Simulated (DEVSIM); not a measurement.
Device: Au/La2O3/p-InP capacitor, at 400 K.

Layer 1 from the left is La2O3, thickness (nm) 5.90. Layer 2 from the left is InP, thickness (nm) 1000, Na (cm⁻³) 3.8e17.

Metal gate on the left, work function 5.1 eV. Fixed charge at the semiconductor interface 1.8e12 cm⁻² (in units of +e); interface traps 1e11 cm⁻² eV⁻¹, uniform in energy, neutral level at 0.5 of the gap above the valence band.

This is a model device: material constants are rounded textbook-type values typed into the input, and sizes, dopings and lifetimes were drawn at random. Values at 300 K; Nc and Nv go as T^1.5, mobilities as T to minus their exponent, the gap by Varshni's rule with the affinity fixed.

La2O3: gap (eV) 5.8, affinity (eV) 1.8, permittivity 27. InP: gap (eV) 1.344, affinity (eV) 4.38, permittivity 12.5, Nc (cm⁻³) 5.7e17, Nv (cm⁻³) 1.1e19, Varshni α (eV/K) 0.000363, Varshni β (K) 162.

Simulated with DEVSIM: 1D Poisson equation in equilibrium, Boltzmann statistics, complete ionisation; no quantum confinement or tunnelling. Metal contacts follow the ideal Schottky-Mott rule: no Fermi-level pinning, no interface dipoles.

Q: What does the simulation give for the flat-band voltage?

A: flat-band voltage -0.53 V.
